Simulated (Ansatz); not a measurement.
Defect: In vacancy in bixbyite In2O3, charge state -3. Method: PBE, PAW (plane waves to 420 eV; Ansatz, a quantum-chemistry and plane-wave program).

80-site cell at the relaxed PBE lattice, one k-point at (0.250, 0.250, 0.250), smearing 0.01 eV, spin-restricted, no finite-size correction. Energies are static. The charge state is imposed; whether it is stable for some Fermi level was not computed. Forms of the defect that were not tried may lie lower. The start lies 0.086 eV above the lowest site run (PBE).

Barriers: single points on a 2×2×2 k-point mesh shifted by half a step at the bands' geometries.

Relaxed starting cell (atoms counted from 1):

```yaml
crystal:
  lattice:
    - [10.28967, 0.00000, 0.00000]
    - [0.00000, 10.28967, 0.00000]
    - [0.00000, 0.00000, 10.28967]
  atoms:
    - { symbol: In, position: [0.75555, 0.25215, 0.25264] }
    - { symbol: In, position: [0.24501, 0.24839, 0.25266] }
    - { symbol: In, position: [0.24841, 0.75163, 0.25013] }
    - { symbol: In, position: [0.24705, 0.24861, 0.74673] }
    - { symbol: In, position: [0.03407, 0.49511, 0.25338] }
    - { symbol: In, position: [0.46514, 0.49888, 0.74898] }
    - { symbol: In, position: [0.24216, 0.03906, 0.49710] }
    - { symbol: In, position: [0.75839, 0.46129, 0.49712] }
    - { symbol: In, position: [0.00026, 0.75025, 0.03190] }
    - { symbol: In, position: [0.03567, 0.00348, 0.74593] }
    - { symbol: In, position: [0.24972, 0.46454, 0.00071] }
    - { symbol: In, position: [0.46566, 0.00229, 0.25101] }
    - { symbol: In, position: [0.75080, 0.03598, 0.00071] }
    - { symbol: In, position: [0.50027, 0.25025, 0.03365] }
    - { symbol: In, position: [0.50028, 0.75022, 0.46360] }
    - { symbol: O, position: [0.34574, 0.61727, 0.88858] }
    - { symbol: O, position: [0.11028, 0.34440, 0.11402] }
    - { symbol: O, position: [0.89031, 0.15610, 0.11398] }
    - { symbol: O, position: [0.61213, 0.15622, 0.88103] }
    - { symbol: O, position: [0.38850, 0.34421, 0.88099] }
    - { symbol: O, position: [0.13421, 0.09108, 0.32853] }
    - { symbol: O, position: [0.86638, 0.40931, 0.32863] }
    - { symbol: O, position: [0.34442, 0.38307, 0.61043] }
    - { symbol: O, position: [0.11704, 0.14801, 0.62398] }
    - { symbol: O, position: [0.38394, 0.38937, 0.15195] }
    - { symbol: O, position: [0.60788, 0.34508, 0.38283] }
    - { symbol: O, position: [0.88347, 0.35246, 0.62401] }
    - { symbol: O, position: [0.39257, 0.15537, 0.38282] }
    - { symbol: O, position: [0.61659, 0.11115, 0.15194] }
    - { symbol: O, position: [0.38476, 0.61373, 0.34238] }
    - { symbol: O, position: [0.61577, 0.88663, 0.34243] }
    - { symbol: O, position: [0.17069, 0.39490, 0.37367] }
    - { symbol: O, position: [0.15555, 0.87783, 0.60715] }
    - { symbol: O, position: [0.11511, 0.88598, 0.14985] }
    - { symbol: O, position: [0.88537, 0.61464, 0.14977] }
    - { symbol: O, position: [0.34735, 0.11764, 0.10901] }
    - { symbol: O, position: [0.34609, 0.88346, 0.39020] }
    - { symbol: O, position: [0.15466, 0.11810, 0.89566] }
    - { symbol: O, position: [0.15569, 0.61682, 0.10922] }
    - { symbol: In, position: [0.24974, 0.74977, 0.74768] }
    - { symbol: In, position: [0.75080, 0.75069, 0.74769] }
    - { symbol: In, position: [0.75352, 0.25183, 0.74676] }
    - { symbol: In, position: [0.75213, 0.74885, 0.25013] }
    - { symbol: In, position: [0.50028, 0.75021, 0.96530] }
    - { symbol: In, position: [0.53535, 0.00155, 0.74899] }
    - { symbol: In, position: [0.96637, 0.00539, 0.25343] }
    - { symbol: In, position: [0.75161, 0.53401, 0.00122] }
    - { symbol: In, position: [0.24897, 0.96644, 0.00123] }
    - { symbol: In, position: [0.50028, 0.25020, 0.53446] }
    - { symbol: In, position: [0.53493, 0.49821, 0.25099] }
    - { symbol: In, position: [0.75054, 0.96770, 0.49677] }
    - { symbol: In, position: [0.96493, 0.49699, 0.74593] }
    - { symbol: In, position: [0.24995, 0.53277, 0.49669] }
    - { symbol: In, position: [0.00026, 0.75023, 0.53355] }
    - { symbol: In, position: [0.00029, 0.25025, 0.96516] }
    - { symbol: O, position: [0.82963, 0.10548, 0.37357] }
    - { symbol: O, position: [0.61027, 0.84607, 0.61609] }
    - { symbol: O, position: [0.39029, 0.65438, 0.61604] }
    - { symbol: O, position: [0.11046, 0.65859, 0.38206] }
    - { symbol: O, position: [0.89013, 0.84193, 0.38206] }
    - { symbol: O, position: [0.61761, 0.61097, 0.84467] }
    - { symbol: O, position: [0.38296, 0.88945, 0.84472] }
    - { symbol: O, position: [0.84476, 0.88369, 0.10918] }
    - { symbol: O, position: [0.61082, 0.65488, 0.11648] }
    - { symbol: O, position: [0.88213, 0.89205, 0.65399] }
    - { symbol: O, position: [0.11047, 0.84575, 0.87904] }
    - { symbol: O, position: [0.38965, 0.84560, 0.11647] }
    - { symbol: O, position: [0.89007, 0.65473, 0.87899] }
    - { symbol: O, position: [0.11839, 0.60846, 0.65393] }
    - { symbol: O, position: [0.88264, 0.10965, 0.84463] }
    - { symbol: O, position: [0.11795, 0.39072, 0.84464] }
    - { symbol: O, position: [0.65486, 0.88315, 0.88866] }
    - { symbol: O, position: [0.65318, 0.38289, 0.10906] }
    - { symbol: O, position: [0.61404, 0.39005, 0.65435] }
    - { symbol: O, position: [0.38652, 0.11047, 0.65432] }
    - { symbol: O, position: [0.84493, 0.62270, 0.60707] }
    - { symbol: O, position: [0.84597, 0.38236, 0.89564] }
    - { symbol: O, position: [0.65453, 0.61696, 0.39024] }
    - { symbol: O, position: [0.65608, 0.11740, 0.61052] }
```
Cell charge -3.

End state 1 differs by these moves (Å; atoms that move under 0.08 Å are left out):

| atom | element | Δx | Δy | Δz |
|---|---|---|---|---|
| 5 | In | 0.00 | 0.08 | -0.03 |
| 7 | In | 0.08 | -0.04 | 0.02 |
| 8 | In | -0.08 | 0.05 | 0.02 |
| 21 | O | -0.12 | 0.18 | 0.16 |
| 22 | O | 0.16 | -0.13 | 0.17 |
| 24 | O | -0.09 | 0.08 | -0.07 |
| 27 | O | 0.07 | -0.07 | -0.08 |
| 31 | O | -0.11 | -0.12 | -0.14 |
| 32 | O | -0.16 | -0.15 | 0.16 |
| 45 | In | 0.04 | -0.03 | -0.08 |
| 46 | In | -0.05 | -0.07 | 0.04 |
| 51 | In | 2.54 | 2.88 | -0.34 |
| 56 | O | 0.23 | 0.20 | 0.09 |
| 57 | O | -0.20 | -0.17 | 0.17 |
| 59 | O | 0.04 | -0.08 | 0.02 |
| 60 | O | 0.20 | -0.12 | -0.17 |
| 65 | O | 0.13 | -0.18 | 0.16 |
| 74 | O | 0.04 | 0.07 | -0.01 |
| 75 | O | -0.09 | -0.02 | 0.00 |
| 77 | O | -0.02 | 0.00 | -0.09 |
| 79 | O | -0.08 | 0.08 | 0.05 |

**Question.** What forward and backward barriers to end state 1 does PBE, PAW give?

**Answer.** forward 1.91 eV, backward 1.91 eV; at the saddle point atom 51 has neighbours O at 1.98, O at 2.13, O at 2.14 Å. The saddle point's order was not checked.

End state 2 differs by these moves (Å; atoms that move under 0.08 Å are left out):

```json
[
 {"atom": "9", "element": "In", "Δx": "-0.02", "Δy": "0.08", "Δz": "0.06"},
 {"atom": "18", "element": "O", "Δx": "-0.16", "Δy": "0.15", "Δz": "-0.10"},
 {"atom": "21", "element": "O", "Δx": "-0.09", "Δy": "0.27", "Δz": "0.23"},
 {"atom": "22", "element": "O", "Δx": "0.18", "Δy": "-0.17", "Δz": "0.16"},
 {"atom": "24", "element": "O", "Δx": "-0.09", "Δy": "0.08", "Δz": "-0.03"},
 {"atom": "27", "element": "O", "Δx": "0.08", "Δy": "-0.06", "Δz": "-0.08"},
 {"atom": "32", "element": "O", "Δx": "-0.15", "Δy": "-0.09", "Δz": "0.16"},
 {"atom": "34", "element": "O", "Δx": "0.11", "Δy": "-0.02", "Δz": "-0.03"},
 {"atom": "35", "element": "O", "Δx": "-0.01", "Δy": "-0.07", "Δz": "0.05"},
 {"atom": "46", "element": "In", "Δx": "0.33", "Δy": "2.44", "Δz": "2.13"},
 {"atom": "56", "element": "O", "Δx": "0.00", "Δy": "0.30", "Δz": "0.36"},
 {"atom": "60", "element": "O", "Δx": "-0.16", "Δy": "-0.13", "Δz": "0.12"},
 {"atom": "63", "element": "O", "Δx": "-0.15", "Δy": "-0.18", "Δz": "-0.20"},
 {"atom": "76", "element": "O", "Δx": "-0.01", "Δy": "-0.07", "Δz": "0.06"},
 {"atom": "77", "element": "O", "Δx": "-0.02", "Δy": "0.03", "Δz": "-0.10"}
]
```

**Question.** What is the computed forward and backward barriers to end state 2 (PBE, PAW)?

**Answer.** forward 1.94 eV, backward 1.94 eV; at the saddle point atom 46 has neighbours O at 1.95, O at 1.99, O at 2.17 Å. The saddle point's order was not checked.
